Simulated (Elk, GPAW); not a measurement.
An Elk input for a self-consistent single point of SrIr₂ (Fd-3m, 6 atoms in the cell) (DFT, PBEsol, all-electron FP-LAPW, Elk's shipped species files, LAPW+lo basis):

```
tasks
  0

xctype
  22

rgkmax
  7.5

gmaxvr
  16.0

nxoapwlo
  1

stype
  0

swidth
  0.00499791

maxscl
  100

scale
  1.889726125

avec
    0.0000000000    3.8239000000    3.8239000000
    3.8239000000    0.0000000000    3.8239000000
    3.8239000000    3.8239000000    0.0000000000

sppath
  'species/'

atoms
  2
  'Sr.in'
  2
  0.2500000000  0.2500000000  0.2500000000    0.0 0.0 0.0
  0.0000000000  0.0000000000  0.0000000000    0.0 0.0 0.0
  'Ir.in'
  4
  0.6250000000  0.1250000000  0.6250000000    0.0 0.0 0.0
  0.6250000000  0.6250000000  0.6250000000    0.0 0.0 0.0
  0.1250000000  0.6250000000  0.6250000000    0.0 0.0 0.0
  0.6250000000  0.6250000000  0.1250000000    0.0 0.0 0.0

ngridk
  9 9 9
```

Q: Write the same calculation as an input for GPAW.

A: This is the input that was run; spellings and numerical settings could be chosen otherwise.

```python
from ase import Atoms
from ase.units import GPa
from gpaw import GPAW

atoms = Atoms(['Sr', 'Sr', 'Ir', 'Ir', 'Ir', 'Ir'],
              cell=[[0.000000, 3.823900, 3.823900],
                    [3.823900, 0.000000, 3.823900],
                    [3.823900, 3.823900, 0.000000]],
              positions=[[1.911950, 1.911950, 1.911950],
                         [0.000000, 0.000000, 0.000000],
                         [2.867925, 4.779875, 2.867925],
                         [4.779875, 4.779875, 4.779875],
                         [4.779875, 2.867925, 2.867925],
                         [2.867925, 2.867925, 4.779875]],
              pbc=True)

calc = GPAW(mode={'name': 'pw', 'ecut': 550},
            xc='PBEsol',
            kpts=(9, 9, 9),
            occupations={'name': 'methfessel-paxton', 'width': 0.136, 'order': 0},
            nbands=-14,
            convergence={'forces': 0.001},
            symmetry={'symmorphic': False, 'tolerance': 0.0005},
            maxiter=100,
            txt='-')

atoms.calc = calc

energy = atoms.get_potential_energy()
print('Energy (eV):', round(energy, 6))
forces = atoms.get_forces()
print('Forces (eV/Ang):')
print(forces.round(5))
stress = atoms.get_stress()
print('Stress (GPa, Voigt):', (stress / GPa).round(4))
```

Basis, cutoffs, solver keys and any potentials are the target program's own. This input uses DFT PBEsol, plane waves, GPAW PAW datasets PBEsol (made by gpaw-setup).

The starting cell comes from a database of computed structures (which also holds hypothetical and non-ambient phases and stackings), without a prior relaxation at this level. Its lattice was rescaled by a random factor within 2.5 % of one.
